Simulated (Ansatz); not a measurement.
Consider ZnO in the wurtzite structure (space group P6_3mc, No. 186; a = 3.2352 Å, c = 5.2113 Å).

The values are results of Kohn–Sham DFT with the r2SCAN functional, run in Ansatz (a quantum-chemistry and plane-wave program) with PAW and 500 eV plane waves, spin-orbit coupling left out, earlier PAW set, not measurements.

The change: every O is replaced by S; the structure is relaxed again.

Measured band gap: ZnO 3.6 eV (static lattice; corrected from measurement; as listed in Wei Chen et al., Physical Review Materials (2018)); ZnS 3.91 eV (temperature not stated; as listed in Mehmet Aras, Çetin Kılıç, The Journal of Chemical Physics (2014)).

How well does r2SCAN reproduce the measured shift?

With r2SCAN the band gap moves by +1.54 eV (1.23 → 2.77) against +0.31 eV measured. The two measured values stand on different bases (one corrected, one not), which blurs small differences.

Whether these cells are dynamically stable was not tested.
